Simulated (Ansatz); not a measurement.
**tetragonal MoSi2 (0 0 1) on zinc-blende CdTe (0 0 1) (film strained to the substrate, started from cuts of the bulks and a machine-learned relaxation; slabs Cd4Te4 and Mo8Si16, which can lie off the formulas)**

A periodic stack without vacuum, tetragonal MoSi2 (0 0 1) on zinc-blende CdTe (0 0 1) (film strained to the substrate, started from cuts of the bulks and a machine-learned relaxation; slabs Cd4Te4 and Mo8Si16, which can lie off the formulas): substrate slab Cd4Te4, film Mo8Si16, surface cells [[1, 0], [1, 1]] and [[-1, 1], [-1, -1]], film strained by +2.9 and +2.9 %, outermost planes Te/Cd and Si/Si as cut, which need not be the usual terminations and can put a slab off its formula.

The start was prepared with a machine-learned potential, and the result is one local minimum, with the in-plane cell held and forces under 0.04 eV/Å; the film can end far from its bulk form.

Method: PBE (plane waves to 420 eV, PAW; Ansatz, a program for electronic structure). No spin–orbit coupling; the runs are not spin-polarised. Its k-point mesh 7×7×1, Fermi–Dirac width 0.05 eV.

The interface area is 21.9 Å². The period is 30.64 Å and the heights between the nearest atoms of the two slabs at the two interfaces is 2.56 and 2.49 Å. The Cd–Si contacts across the interfaces within 1.22 times the sum of covalent radii is 1, mean 2.56 Å and the Si–Te contacts across the interfaces within 1.22 times the sum of covalent radii is 1, mean 2.60 Å. The estimate of the barrier is withheld, since the two interfaces are unlike. The slope of the mean potential energy in the substrate comes out as -4.9 MV/cm × e.

```
CELL_PARAMETERS angstrom
      4.68077    -0.00062     0.05071
     -0.00066     4.67955     0.11832
      1.88931     1.54769    30.70800
ATOMIC_POSITIONS crystal
  Cd 0.97101 0.97650 0.19737
  Cd 0.58426 0.53238 0.08803
  Cd 0.88277 0.86768 0.41486
  Cd 0.42899 0.42253 0.30542
  Te 0.03427 0.50290 0.14463
  Te 0.42644 0.05479 0.04254
  Te 0.90216 0.39463 0.36125
  Te 0.44837 0.94883 0.25252
  Mo 0.77641 0.74311 0.66568
  Mo 0.27561 0.24362 0.66570
  Si 0.75568 0.22251 0.70752
  Si 0.25628 0.72280 0.70742
  Si 0.85598 0.82631 0.49854
  Si 0.35445 0.32523 0.50102
  Mo 0.83594 0.30587 0.53943
  Mo 0.33628 0.80631 0.53923
  Si 0.81651 0.78525 0.58108
  Si 0.31592 0.28527 0.58154
  Si 0.79590 0.26429 0.62340
  Si 0.29628 0.76459 0.62335
  Mo 0.65563 0.61699 0.92020
  Mo 0.15197 0.11763 0.91901
  Si 0.62765 0.09627 0.96124
  Si 0.14260 0.59803 0.95905
  Si 0.73495 0.70071 0.75154
  Si 0.23428 0.20083 0.75162
  Mo 0.71467 0.18015 0.79311
  Mo 0.21486 0.68013 0.79325
  Si 0.69475 0.65912 0.83562
  Si 0.19357 0.15902 0.83564
  Si 0.67170 0.13810 0.87770
  Si 0.17503 0.63821 0.87792
```
